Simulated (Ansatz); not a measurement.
SiS2, pressure series

Take SiS2 (space group Ibam, No. 72; a = 6.366 Å, b = 11.127 Å, c = 5.593 Å; made of chains) as the base.

Cell and atoms are relaxed at each pressure.

All numbers come from PBE (Ansatz, an electronic-structure program, PAW, spin-orbit coupling left out).

Notes on the quantities. enthalpy: H = E + PV relative to the base's energy.

```json
[
 {"change": "base", "gap character": "indirect, T → G₀–X (25 % along)", "electron mass": "1.3 mₑ along a, 1.5 mₑ along b, 0.80 mₑ along c (off the special points)", "band gap": "3.10 eV", "enthalpy": "–"},
 {"change": "pressure 0.3 GPa", "gap character": "…", "electron mass": "1.0 mₑ along a, 1.3 mₑ along b, 0.79 mₑ along c (off the special points)", "band gap": "2.95 eV", "enthalpy": "+0.06 eV/atom"},
 {"change": "pressure 0.7 GPa", "gap character": "indirect, Σ₀–Γ (22 % along) → k = (3/8, 3/8, -3/8) in the run's primitive reciprocal basis", "electron mass": "0.89 mₑ along a, 1.3 mₑ along b, 0.82 mₑ along c (off the special points)", "band gap": "…", "enthalpy": "+0.13 eV/atom"},
 {"change": "pressure 1.5 GPa", "gap character": "indirect, Σ₀–Γ (22 % along) → G₀–X (50 % along)", "electron mass": "0.74 mₑ along a, 0.93 mₑ along b, 1.3 mₑ along c (off the special points)", "band gap": "…", "enthalpy": "+0.25 eV/atom"},
 {"change": "pressure 3 GPa", "gap character": "indirect, Σ₀–Γ (20 % along) → X", "electron mass": "–", "band gap": "2.48 eV", "enthalpy": "+0.47 eV/atom"},
 {"change": "pressure 5 GPa", "gap character": "indirect, Σ₀–Γ (20 % along) → X", "electron mass": "0.59 mₑ along a, 0.48 mₑ along b, 1.7 mₑ along c (at X)", "band gap": "2.30 eV", "enthalpy": "+0.74 eV/atom"},
 {"change": "pressure 7.5 GPa", "gap character": "indirect, Σ₀–Γ (20 % along) → X", "electron mass": "0.55 mₑ along a, 0.46 mₑ along b, 0.90 mₑ along c (at X)", "band gap": "2.18 eV", "enthalpy": "+1.06 eV/atom"},
 {"change": "pressure 10 GPa", "gap character": "indirect, Σ₀–Γ (18 % along) → X", "electron mass": "0.52 mₑ along a, 0.45 mₑ along b, 0.65 mₑ along c (at X)", "band gap": "2.12 eV", "enthalpy": "+1.36 eV/atom"}
]
```

Task: Some entries are withheld; estimate them.

Result: 
- pressure 0.3 GPa, gap character: indirect, Σ₀–Γ (22 % along) → G₀–X (25 % along)
- pressure 0.7 GPa, band gap: 2.85 eV
- pressure 1.5 GPa, band gap: 2.70 eV

Load acts through the strain it causes; cell and atoms are relaxed under it. Masses are band curvatures over ±0.01 Å⁻¹ around the edge. Whether these cells are dynamically stable was not tested. No other phases were tried under pressure. No dispersion term is included, though the crystal is made of layers, chains or molecules, so its spacings can come out too wide.
